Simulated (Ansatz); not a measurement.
An Ansatz (a program for electronic structure) input (PBEsol in Ansatz (plane waves to 420 eV, PAW, no spin-orbit coupling)):

Ansatz 0.2 input:
```yaml
crystal:
  lattice:
    - [3.0490933071, 0, 0]
    - [0, 3.0490933071, 0]
    - [1.5245466535, -1.5245466535, 2.2052840742]
  atoms:
    - { symbol: Al, position: [0, 0, 0] }
    - { symbol: N, position: [0.75, 0.75, 0.5] }
basis: { ecutwfc: 420, ecutrho_ratio: 4, xc_grid: 2, fft_grid_basis: typed }
kpoints: { mp_grid: { grid: [13, 13, 13] } }
hamiltonian:
  xc: pbesol
  dispersion: none
  pseudopotentials: { kind: paw }
scf: { occupations: { method: fermi_dirac, width: 0.05 } }
relax: { f_tol: 0.005, max_steps: 50, cell: { stress_tol: 0.01, fix: [a, b, gamma] } }
output: { forces: true, stress: true }
checkpoint: { write: state.ck, write_every: 1000 }
```

**Question.** Which symmetry and how many k-points will the program report, and about how many plane waves at Γ?

**Answer.** Space group I-4m2 (ITA 119) with 8 operations, k-points 196 of 2197, and 403 plane waves at Γ.

**Question.** And the final pressure?

**Answer.** 2.90 GPa (compression positive).

The cells carry an imposed strain or load. Whether these cells are dynamically stable was not tested. The cell was made from AlN in the zinc blende structure (space group F-43m, No. 216) by this change: biaxial strain −1.50 %, plane normal [001], relaxed out of plane. This is not the structure that AlN has at room temperature and ambient pressure.
